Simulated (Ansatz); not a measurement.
Cost and result by functional for the adsorption energy of H on the 1x1 (0001) surface of hcp Sc, one in a 2x2 cell, started at the site 'hollow Sc-Sc-Sc over Sc at depth 2.5 Å', in Ansatz (plane waves, PAW). Single points on the PBE structure, on one kind of machine; costs are rough ratios of the slab run's core time (references not counted) to the cheapest single point. r2SCAN's cost holds its higher cutoff (500 against 420 eV). Differences are taken against r2SCAN for comparison alone: no measured value is at hand, so the table doesn't rank accuracy.

Model: 17-atom slab, 7.6 Å thick at the start under the adsorbate (thin: gaps and levels are the slab's own), 5x5x1 mesh, Fermi-Dirac 0.1 eV, dipole correction, 8 atoms held, the rest relaxed; held to the start's symmetry, so lower structures may exist; no spin, no spin-orbit, no U, no dispersion correction. At the end it is bonded to 3 Sc. In PBE this state lies 0.07 eV over the lowest of the starts that converged ('bridge Sc-Sc (span 3.3 Å)'). These notes are the PBE run's. Adsorption energies are against ½ H2(g). A negative adsorption energy means that the adsorbate is more stable on the surface than in its reference.

```
functional                     relative cost  adsorption energy (eV)  less r2SCAN (eV)
-----------------------------  -------------  ----------------------  ----------------
RPBE                                       1                   -0.93              0.25
r2SCAN                                     2                   -1.18              0.00
PBE (the relaxed run's value)              –                   -1.02              0.16
```

The values span 0.25 eV, while the single points' costs differ by a factor of roughly 2. Differences are of unrounded values.

Ansatz is a first-principles code.
